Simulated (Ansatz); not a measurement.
How far PBE and PBEsol part for hypothetical rock salt SnC, biaxial strain +0.35 %, plane normal [111], relaxed out of plane

Consider SnC in the rock salt structure (space group Fm-3m, No. 225; a = 4.801 Å; a hypothetical phase, not in the database extracts checked; relaxed with 0.1 eV smearing). Axes: x, y, z lie along the cube axes.

(Cell as relaxed with PBE.)

Levels (all Ansatz, a first-principles code, PAW): PBE (420 eV, no SOC); PBEsol (420 eV, no SOC).

Each level relaxes its own structure.

```csv
base,PBE,PBEsol
volume per atom,13.84 Å³,13.36 Å³
lattice parameter a,4.801 Å,4.745 Å
band gap,zero,zero
```

Now apply this change: biaxial strain +0.35 %, plane normal [111], relaxed out of plane (Cartesian); in-plane vectors clamped, the third vector and the atoms free.

```json
[
 {"quantity": "mean in-plane stress (compression positive)", "PBE": "-1.1 GPa", "PBEsol": "…"},
 {"quantity": "volume per atom", "PBE": "13.92 Å³", "PBEsol": "…"}
]
```

**Question.** What does PBEsol give?

**Answer.** 
- mean in-plane stress (compression positive), PBEsol: -1.2 GPa
- volume per atom, PBEsol: 13.43 Å³

PBE's in-plane stress lies 0.1 GPa above PBEsol's; PBE's volume per atom lies 0.49 Å³ above PBEsol's (3.6 %). Neither level is exact; PBEsol is the comparison here, not a measurement.

Stability against distortions was not tested. The final runs are not spin-polarised.
